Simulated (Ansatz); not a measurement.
Consider Mg in the hcp (Mg type) structure (space group P6_3/mmc, No. 194; relaxed with 0.1 eV smearing).

```yaml
crystal:
  lattice:
    - [3.19522, 0.00000, 0.00000]
    - [-1.59761, 2.76714, 0.00000]
    - [0.00000, 0.00000, 5.19658]
  atoms:
    - { symbol: Mg, position: [0.66667, 0.33333, 0.75000] }
    - { symbol: Mg, position: [0.33333, 0.66667, 0.25000] }
```

Method: Ansatz (an electronic-structure program) PBE, no SOC.

Strains are applied to the cell and any free atomic positions relax.

One change was made to it. Results:

| quantity | base | after |
|---|---|---|
| energy relative to the base (free energy F) | 0 meV/atom | +16 meV/atom |
| pressure (mean of the normal stresses, compression positive) | 0.0 GPa | 3.2 GPa |

**Question.** Which change produced these results?
A) isotropic strain −3.00 %
B) isotropic strain −1.50 %
C) isotropic strain −2.50 %
D) isotropic strain −1.00 %
E) isotropic strain −2.00 %

**Answer.** C, isotropic strain −2.50 %. For comparison, the energy relative to the base in the other runs: isotropic strain −2.00 % gives +9.9 meV/atom; isotropic strain −1.50 % gives +5.5 meV/atom; isotropic strain −1.00 % gives +2.4 meV/atom; isotropic strain −3.00 % gives +23 meV/atom.

No phonon test of stability was made.
